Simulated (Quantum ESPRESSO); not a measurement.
Input and output of a self-consistent single point for Si2W (I4/mmm, 3 atoms in the cell) (Quantum ESPRESSO).

Method of the run: LDA (PZ), GBRV 1.5 ultrasoft (LDA) pseudopotentials (plane waves; Quantum ESPRESSO 7.5).

```xyz
3
Lattice="-1.6074 1.6074 3.9010 1.6074 -1.6074 3.9010 1.6074 1.6074 -3.9010" Properties=species:S:1:pos:R:3 pbc="T T T"
Si     0.0000     0.0000     2.6136
Si     0.0000     0.0000     5.1884
W      0.0000     0.0000     0.0000
```

Reference input (self-consistent single point, DFT, PBE, plane waves, GBRV 1.5 ultrasoft (PBE) pseudopotentials): ecutwfc = 40 Ry; ecutrho = 320 Ry; occupations = smearing; smearing = fd; degauss = 0.0036749 Ry; potentials = {Si: si_pbe_v1.uspp.F.UPF, W: w_pbe_v1.2.uspp.F.UPF}; K_POINTS = automatic 12 12 12 0 0 0; conv_thr = 1e-10 Ry; mixing_beta = 0.3. This run's input differs from it in these lines:

```diff
@@ -23,4 +23,4 @@
 ATOMIC_SPECIES
-Si    28.0850  si_pbe_v1.uspp.F.UPF
-W    183.8400  w_pbe_v1.2.uspp.F.UPF
+Si    28.0850  si_lda_v1.uspp.F.UPF
+W    183.8400  w_lda_v1.2.uspp.F.UPF
 ATOMIC_POSITIONS {crystal}
```

Output, abridged:

```
     Self-consistent Calculation

     iteration #  1     ecut=    40.00 Ry     beta= 0.30

     Threshold (ethr) on eigenvalues was too large:
     Diagonalizing with lowered threshold

     negative rho (up, down):  6.077E-02 0.000E+00

     total energy              =    -178.59021970 Ry
     estimated scf accuracy    <       0.04418012 Ry

     iteration #  2     ecut=    40.00 Ry     beta= 0.30

     negative rho (up, down):  6.234E-02 0.000E+00

     total energy              =    -178.58533438 Ry
     estimated scf accuracy    <       0.01565134 Ry

     iteration #  3     ecut=    40.00 Ry     beta= 0.30

     negative rho (up, down):  6.318E-02 0.000E+00

     total energy              =    -178.58615479 Ry
     estimated scf accuracy    <       0.00132335 Ry

   [... 7 blocks of this kind left out ...]

     iteration # 11     ecut=    40.00 Ry     beta= 0.30

     negative rho (up, down):  6.330E-02 0.000E+00

     total energy              =    -178.58629454 Ry
     estimated scf accuracy    <          1.6E-10 Ry

     iteration # 12     ecut=    40.00 Ry     beta= 0.30

     negative rho (up, down):  6.330E-02 0.000E+00
     End of self-consistent calculation

     Number of k-points >= 100: set verbosity='high' to print the bands.

     the Fermi energy is    16.5046 ev

!    total energy              =    -178.58629454 Ry
     estimated scf accuracy    <          5.4E-12 Ry
     smearing contrib. (-TS)   =      -0.00014953 Ry
     internal energy E=F+TS    =    -178.58614502 Ry

     convergence has been achieved in  12 iterations

     negative rho (up, down):  6.330E-02 0.000E+00

     Forces acting on atoms (cartesian axes, Ry/au):

     atom    1 type  1   force =     0.00000000    0.00000000   -0.00047215
     atom    2 type  1   force =     0.00000000    0.00000000    0.00047215
     atom    3 type  2   force =     0.00000000    0.00000000    0.00000000

     Total force =     0.000668     Total SCF correction =     0.000002

     negative rho (up, down):  6.330E-02 0.000E+00
          total   stress  (Ry/bohr**3)                   (kbar)     P=      -62.28
  -0.00045981   0.00000000   0.00000000          -67.64        0.00        0.00
   0.00000000  -0.00045981   0.00000000            0.00      -67.64        0.00
   0.00000000   0.00000000  -0.00035053            0.00        0.00      -51.56

   JOB DONE.
```

The run converged in 12 iterations. Against the reference run the pressure goes from 2.71 to -6.23 GPa and the largest force goes from 0.136 to 0.012 eV/Å.

The starting cell comes from a database of computed structures (which also holds hypothetical and non-ambient phases and stackings), without a prior relaxation at this level. Spin polarisation is off. With a pressure of about -6 GPa the cell is away from its equilibrium volume at this level.

Cost on one core of a shared machine: roughly 2 min.
